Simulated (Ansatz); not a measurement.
Take SiO$_{2}$ in the rutile structure (space group P4_2/mnm, No. 136; a = 4.155 Å, c = 2.661 Å) as the base. Axes: x, y, z lie along a, b, c of the conventional cell.

Calculations: plane-wave PAW DFT at the LDA level (Ansatz, a quantum-chemistry and plane-wave program, 420 eV), no SOC.

Base values:

The pressure is -0.01 GPa and the valence-band top at Γ is 0.00, -0.91, -0.91 eV.

Perturbation: biaxial strain −3.00 %, plane normal [001], relaxed out of plane (Cartesian); in-plane vectors clamped, the third vector and the atoms free.

Estimate the effect on the pressure, valence-band top at Γ and out-of-plane strain.

The pressure (mean of the normal stresses, compression positive) grows by 13.58 GPa, from -0.01 GPa to 13.57 GPa; the valence-band top at Γ (three highest levels, from the VBM) goes from 0.00, -0.91, -0.91 eV to 0.00, -0.88, -0.88 eV; the out-of-plane strain is +1.74 %.

The levels and masses belong to the bands next to the band gap. No phonon test of stability was made.
